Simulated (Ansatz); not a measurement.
# A computed series for HgTe: pressure series

Take HgTe in the zinc blende structure (space group F-43m, No. 216) as the base.

```
HgTe
1.0
    0.00000     3.28672     3.28672
    3.28672     0.00000     3.28672
    3.28672     3.28672     0.00000
Te Hg
1 1
Direct
  0.75000   0.75000   0.75000
  0.00000   0.00000   0.00000
```

Cell and atoms are relaxed at each pressure.

The values are results of r2SCAN (Ansatz, a quantum-chemistry and plane-wave program), no spin-orbit coupling, earlier PAW set, not measurements.

```tsv
P (GPa)	V (Å³/atom)
-2.00	37.629
-1.01	36.482
0.90	34.759
2.09	33.890
4.49	32.468
8.99	30.477
```

Problem. Fit a third-order Birch–Murnaghan equation of state.

Solution. Least squares on P(V) = (3B₀/2)[(V₀/V)^(7/3) − (V₀/V)^(5/3)]·[1 + (3/4)(B₀′ − 4)((V₀/V)^(2/3) − 1)] gives V₀ = 35.51 Å³/atom, B₀ = 40 GPa and B₀′ = 5.1.

Measured bulk modulus of HgTe: 42.3 GPa (temperature not stated; as listed in Cormac Toher et al., Physical Review Materials (2017)); the computed value is for a static lattice, so the two differ by thermal effects too.

Load acts through the strain it causes; cell and atoms are relaxed under it. No phonon test of stability was made. Tetrahedral semiconductors of this kind turn to denser phases somewhere between about 1 and 50 GPa; those were not computed, so compressed cells here can lie past the real transition. The final runs are not spin-polarised.
